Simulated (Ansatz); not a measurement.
Base system: Cs₂AgBiBr₆ (space group Fm-3m, No. 225; a = 11.343 Å). Axes: x, y, z lie along the cube axes.

Computed with r2SCAN (Ansatz, a program for electronic structure), no SOC.

Base values:

The band gap is 1.67 eV. The pressure is 0.00 GPa.

The change: the symmetric strain tensor [0.0171 0.0092 -0.0089; 0.0092 0.0072 -0.0090; -0.0089 -0.0090 -0.0130], atoms relaxed at fixed cell.

Problem. What happens to the band gap?

Solution. The band gap falls by 0.10 eV (1.67 eV → 1.57 eV).

Problem. What does the calculation give for the energy relative to the base after the change?

Solution. The energy rises by 2.4 meV/atom.

Problem. Predict the new pressure.

Solution. The pressure (mean of the normal stresses, compression positive) goes from zero to -0.20 GPa.

With Bi present, leaving out spin-orbit coupling can change the band edges. Gaps are read on the SCF mesh and a high-symmetry path. Whether these cells are dynamically stable was not tested.
